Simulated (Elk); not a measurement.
A self-consistent single point of GaSb (F-43m, 2 atoms in the cell) with Elk.

Computed with PBE, all-electron FP-LAPW, Elk's shipped species files, APW+lo basis with extra local orbitals in Elk 10.2.4.

The change in words: lattice scaled by 0.98. Reference geometry:
```xyz
2
Lattice="0.0000 3.0557 3.0557 3.0557 0.0000 3.0557 3.0557 3.0557 0.0000" Properties=species:S:1:pos:R:3 pbc="T T T"
Ga     0.0000     0.0000     0.0000
Sb     4.5836     4.5836     4.5836
```

Reference input (self-consistent single point, DFT, PBE, all-electron FP-LAPW, Elk's shipped species files, APW+lo basis with extra local orbitals): xctype = 20; rgkmax = 8; stype = 0; swidth = 0.00367493 Ha; ngridk = 9 9 9; gmaxvr = 14 1/bohr; nxlo = 2; lorbcnd = true; rmtscf = 0.94; lmaxi = 3. This run's input differs from it in these lines:

```diff
@@ -31,5 +31,5 @@
 avec
-    0.0000000000    5.7744682444    5.7744682444
-    5.7744682444    0.0000000000    5.7744682444
-    5.7744682444    5.7744682444    0.0000000000
+    0.0000000000    5.6589795220    5.6589795220
+    5.6589795220    0.0000000000    5.6589795220
+    5.6589795220    5.6589795220    0.0000000000
```

Output (repeated stretches shortened):

```
│ Self-consistent loop started │
│ Loop number : 1 │
 total energy                :     -8433.94770840
│ Loop number : 2 │
 total energy                :     -8433.92774590
RMS change in Kohn-Sham potential (target) :   0.1178529637     (  0.1000000000E-05)
Absolute change in total energy (target)   :   0.1996249556E-01 (  0.1000000000E-03)
│ Loop number : 3 │
 total energy                :     -8433.65637405
RMS change in Kohn-Sham potential (target) :   0.1129872981     (  0.1000000000E-05)
Absolute change in total energy (target)   :   0.2763624744     (  0.1000000000E-03)
│ Loop number : 4 │
   [... lines left out ...]
Absolute change in total energy (target)   :   0.1039829438E-02 (  0.1000000000E-03)
│ Loop number : 13 │
 total energy                :     -8427.94082923
RMS change in Kohn-Sham potential (target) :   0.1904067124E-06 (  0.1000000000E-05)
Absolute change in total energy (target)   :   0.2419019074E-03 (  0.1000000000E-03)
│ Loop number : 14 │
 total energy                :     -8427.94083368
RMS change in Kohn-Sham potential (target) :   0.7843483637E-07 (  0.1000000000E-05)
Absolute change in total energy (target)   :   0.5602885540E-04 (  0.1000000000E-03)
Convergence targets achieved

│ Loop number : 15 │

Energies :
 Fermi                       :     0.213914286446
 total energy                :     -8427.94083341

Density of states at Fermi energy :   0.4030426478E-02
 (states/Hartree/unit cell)

Estimated indirect band gap :   0.1792123664E-01
 from k-point      1 to k-point      1
Estimated direct band gap   :   0.1792123664E-01
 at k-point      1

Charges :
 core                        :    54.00000000
 valence                     :    28.00000000
 interstitial                :    3.847003744
 muffin-tins (core leakage)
  species :    1 (Ga)
   atom    1                 :    29.43572917     (  0.1621240681E-02)
  species :    2 (Sb)
   atom    1                 :    48.71726709     (  0.1812511680E-02)
 total in muffin-tins        :    78.15299626
 total calculated charge     :    81.99101080
 total charge                :    82.00000000
 error                       :   0.8989195968E-02

│ Self-consistent loop stopped │
```

The run converged in 15 iterations. The count includes the last loop, which Elk runs after its targets are met. Against the reference run the total energy goes up by 48.8 meV/atom and a clean gap of 0.49 eV is found on the mesh, where there was none.

The starting cell comes from a database of computed structures (which also holds hypothetical and non-ambient phases and stackings), without a prior relaxation at this level. Its lattice was rescaled by a random factor within 2.5 % of one. For this run, on top of that: lattice scaled by 0.98. Spin-orbit coupling is off. Values depend on the basis (sphere radii, cutoffs, local orbitals), which need not be converged.
